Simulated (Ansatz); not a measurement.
## Hypothetical Pm-3n Ge: response to strain

Take Ge (space group Pm-3n, No. 223; a hypothetical phase, not in the database extracts checked) as the base.

```
Ge
1.0
    5.41705     0.00000     0.00000
    0.00000     5.41705     0.00000
    0.00000     0.00000     5.41705
Ge
8
Cartesian
  1.35426   0.00000   2.70852
  4.06279   0.00000   2.70852
  0.00000   2.70852   1.35426
  0.00000   2.70852   4.06279
  2.70852   1.35426   0.00000
  2.70852   4.06279   0.00000
  0.00000   0.00000   0.00000
  2.70852   2.70852   2.70852
```

Cartesian axes are those of the cell as printed.

Strains are applied to the cell and any free atomic positions relax; under biaxial strain the out-of-plane vector relaxes too.

Level of theory: Ansatz (a program for electronic structure) PBE, scalar-relativistic without spin-orbit coupling.

Notes on the quantities. pressure: mean of the normal stresses, compression positive; energy relative to the base: free energy F.

| variant | pressure | shortest interatomic distance | energy relative to the base | space group |
|---|---|---|---|---|
| base | 0.0 GPa | 2.709 Å | 0 meV/atom | Pm-3n (No. 223) |
| biaxial strain −0.16 %, plane normal [001], relaxed out of plane | 0.0 GPa | 2.703 Å | 0.0 meV/atom | P4_2/mmc (No. 131) |
| biaxial strain +2.47 %, plane normal [001], relaxed out of plane | -1.5 GPa | 2.654 Å | +6.8 meV/atom | P4_2/mmc (No. 131) |
| isotropic strain +1.49 % | -2.5 GPa | 2.749 Å | +7.3 meV/atom | Pm-3n (No. 223) |
| tensor shear ε_yz = +1.27 % | 0.2 GPa | 2.709 Å | -1.4 meV/atom | Cccm (No. 66) |

Without a gap, meshes like the base's 9×9×9 leave anisotropic stresses uncertain by several tenths of a GPa, and small strain energies with them. Stability against distortions was not tested. Under tensor shear ε_yz = +1.27 % the cell ends below the base's energy or with stress of the wrong sign: the atoms slid into a distortion or the cell is elastically unstable, so the base is not a stable minimum at this level.
